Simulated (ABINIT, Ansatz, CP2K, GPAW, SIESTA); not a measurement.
Code comparison for NaF (Fm-3m, 2 atoms in the cell)

Band-structure calculation.

```yaml
crystal:
  lattice:
    - [0.00000, 2.29047, 2.29047]
    - [2.29047, 0.00000, 2.29047]
    - [2.29047, 2.29047, 0.00000]
  atoms:
    - { symbol: Na, position: [0.00000, 0.00000, 0.00000] }
    - { symbol: F, position: [0.50000, 0.50000, 0.50000] }
```

Shared settings, as Ansatz (an electronic-structure program) writes them: kpoints.mp_grid.grid = 6 6 6; scf.occupations.method = fermi_dirac; scf.occupations.width = 0.02 eV. Potentials and cutoffs stand in the table.

```json
[
 {"code": "GPAW", "model": "PBE, GPAW PAW datasets PBE (gpaw-data 1.0.1)", "gap along the path (eV)": "6.52", "smallest direct gap (eV)": "6.52", "cutoff": "950 eV"},
 {"code": "SIESTA", "model": "GGA PBE, numerical atomic orbitals TZP, PseudoDojo PBE standard norm-conserving potentials (rewritten from UPF to PSML)", "gap along the path (eV)": "6.38", "smallest direct gap (eV)": "6.38", "cutoff": "grid 400 Ry"},
 {"code": "Ansatz", "model": "PBE, default PAW files", "gap along the path (eV)": "6.51", "smallest direct gap (eV)": "6.51", "cutoff": "default"},
 {"code": "CP2K", "model": "PBE, GPW, DZVP-MOLOPT-SR-GTH basis, GTH-PBE potentials (GTH_POTENTIALS)", "gap along the path (eV)": "6.63", "smallest direct gap (eV)": "6.63", "cutoff": "grid 950 Ry"},
 {"code": "ABINIT", "model": "PBE, PAW (JTH v2.0 PBE PAW)", "gap along the path (eV)": "6.48", "smallest direct gap (eV)": "6.48", "cutoff": "816 eV"}
]
```

The spread over the programs that give each value: gap along the path within 0.25 eV; smallest direct gap within 0.25 eV.

SIESTA and CP2K use small atom-centred bases, whose incompleteness enters pressures, forces and empty levels differently from a plane-wave cutoff.

The starting cell comes from a database of computed structures (which also holds hypothetical and non-ambient phases and stackings), without a prior relaxation at this level. Its lattice was rescaled by a random factor within 2.5 % of one.

Left out of this page: Quantum ESPRESSO, Elk and FLEUR (not drawn, or without a comparable value).

Keys are those of Ansatz 0.2.
